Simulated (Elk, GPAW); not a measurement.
An Elk input for a self-consistent single point of LaCu2 (P6/mmm, 3 atoms in the cell) (DFT, LDA (PW92), all-electron FP-LAPW, Elk's shipped species files, APW+lo basis with extra local orbitals):

```
tasks
  0

xctype
  3

rgkmax
  7.5

gmaxvr
  16.0

nxlo
  2

lorbcnd
  .true.

rmtscf
  0.92

lmaxi
  2

stype
  3

swidth
  0.00183747

scale
  1.889726125

avec
    4.3002897785    0.0000000514    0.0000000000
   -2.1501449338    3.7241601661    0.0000000000
    0.0000000000    0.0000000000    3.8509600000

sppath
  'species/'

atoms
  2   : nspecies
  'La.in'   : spfname
  1   : natoms; atposl, bfcmt below
  0.0000000000  0.0000000000  0.0000000000    0.0 0.0 0.0
  'Cu.in'   : spfname
  2   : natoms; atposl, bfcmt below
  0.3333333333  0.6666666667  0.5000000000    0.0 0.0 0.0
  0.6666666667  0.3333333333  0.5000000000    0.0 0.0 0.0

ngridk
  9 9 9
```

### Question
Write the same calculation as an input for GPAW.

### Answer
One input that does it (others would too):

```python
from ase import Atoms
from ase.units import GPa
from gpaw import GPAW, PW, FermiDirac

atoms = Atoms(['La', 'Cu', 'Cu'],
              cell=[[4.300290, 0.000000, 0.000000],
                    [-2.150145, 3.724160, 0.000000],
                    [0.000000, 0.000000, 3.850960]],
              scaled_positions=[[0.000000, 0.000000, 0.000000],
                                [0.333333, 0.666667, 0.500000],
                                [0.666667, 0.333333, 0.500000]],
              pbc=True)

calc = GPAW(mode=PW(850),
            xc='LDA',
            kpts=(9, 9, 9),
            occupations=FermiDirac(0.05),
            nbands=-7,
            convergence={'forces': 0.001},
            symmetry={'symmorphic': False, 'tolerance': 0.0005},
            maxiter=150,
            txt='-')

atoms.calc = calc

energy = atoms.get_potential_energy()
print('Energy (eV):', round(energy, 6))
forces = atoms.get_forces()
print('Forces (eV/Ang):')
print(forces.round(5))
stress = atoms.get_stress()
print('Stress (GPa, Voigt):', (stress / GPa).round(4))
```

Basis settings and potentials, where a program has them, do not carry over. This input uses DFT LDA (Perdew-Wang 92), plane waves, GPAW PAW datasets LDA (gpaw-data 1.0.1). LDA parametrisations can differ slightly between programs.

The starting cell comes from a database of computed structures (which also holds hypothetical and non-ambient phases and stackings), without a prior relaxation at this level.
